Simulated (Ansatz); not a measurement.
Base system: ZnO in the wurtzite structure (space group P6_3mc, No. 186; a = 3.187 Å, c = 5.153 Å).

Now apply this change: cell and atoms relaxed at a pressure of 9 GPa.

Calculations: LDA/PAW in Ansatz (a quantum-chemistry and plane-wave program), scalar-relativistic without spin-orbit coupling.

Base, band edges from the VBM (valence, conduction): K -1.87, 7.47; H -1.37, 7.92; M -0.90, 5.88; L -1.50, 5.65; A -0.43, 3.49; Γ 0.00, 0.80 eV.

Task: Give the band edges at the high-symmetry points of the new zone, measured from its valence-band maximum.

Result: 
```
point  valence edge (eV)  conduction edge (eV)
-----  -----------------  --------------------
Γ                   0.00                  0.88
M                  -0.97                  6.10
K                  -2.00                  7.44
A                  -0.46                  3.60
L                  -1.60                  5.73
H                  -1.48                  7.99
```

The gap is 0.88 eV, direct at Γ.

Load acts through the strain it causes; cell and atoms are relaxed under it. No phonon test of stability was made. Tetrahedral semiconductors of this kind turn to denser phases somewhere between about 1 and 50 GPa; those were not computed, so compressed cells here can lie past the real transition.
